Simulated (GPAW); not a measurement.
GPAW is run on NbAs (I4_1md, 4 atoms in the cell), and the run fails. The aim is a self-consistent single point with DFT revPBE, plane waves, GPAW PAW datasets revPBE (gpaw-data 1.0.1).

Cell that was meant: a = 6.3085 Å, b = 6.3085 Å, c = 6.3085 Å, α = 148.54°, β = 148.54°, γ = 45.09°.

Part of the input:

```python
              scaled_positions=[[0.749720, 0.749720, 0.000000],
                                [0.499720, 0.999720, 0.500000],
                                [0.167280, 0.167280, 0.000000],
                                [0.917280, 0.417280, 0.500000]])

calc = GPAW(mode={'name': 'pw', 'ecut': 550},
            xc='revPBE',
```

Output, abridged:

```
Input parameters:
  convergence: {forces: 0.001}
  kpts: [7 7 7]
  maxiter: 100
  mode: {ecut: 550,
         name: pw}
  nbands: -12
  occupations: {name: methfessel-paxton,
                order: 1,
                width: 0.2}
  symmetry: {symmorphic: False,
             tolerance: 0.0005}
  xc: revPBE

species:
  Nb:
    name: Niobium
    Z: 41.0
    valence: 13
    core: 28
    charge: 0.0
    file: Nb.revPBE.gz

    # Using partial waves for Nb as LCAO basis

  As:
    name: Arsenic
    Z: 33.0
    valence: 5
    core: 28
    charge: 0.0
    file: As.revPBE.gz

    # Using partial waves for As as LCAO basis

Reference energy: -330837.835951  # eV

Spin-paired calculation

Convergence criteria:
 Maximum [total energy] change in last 3 cyles: 0.0005 eV / valence electron
 Maximum integral of absolute [dens]ity change: 0.0001 electrons / valence electron
 Maximum integral of absolute [eigenst]ate change: 4e-08 eV^2 / valence electron
 Maximum change in the atomic [forces] across last 2 cycles: 0.001 eV/Ang OR
Maximum error relative to the maximum force is below inf
 Maximum number of scf [iter]ations: 100

Traceback (most recent call last):
   [... frames left out ...]
ValueError: K-points can only be used with PBCs!
```

Problem. From the messages shown, name the fault and mend the input.

Solution. The fault is periodic boundary conditions left out; here the program stops on it instead of giving results. To fix it, switch periodicity on. The program stopped before any SCF iteration.

The sound input it was made from differs as follows (other fixes are possible):
```diff
-                                [0.917280, 0.417280, 0.500000]])
+                                [0.917280, 0.417280, 0.500000]],
+              pbc=True)
```

With that input, the run converged in 18 iterations: free energy E − TS (from the program's reference atoms) -31.1790 eV; Fermi level (on the code's own zero) 11.00 eV; pressure 8.93 GPa; largest force (vector length) 0.061 eV/Å (DFT revPBE, plane waves, GPAW PAW datasets revPBE (gpaw-data 1.0.1)).

On the sound input: the starting cell comes from a database of computed structures (which also holds hypothetical and non-ambient phases and stackings), without a prior relaxation at this level. Its lattice was rescaled by a random factor within 2.5 % of one. Spin polarisation is off. With a pressure of about 9 GPa the cell is away from its equilibrium volume at this level.
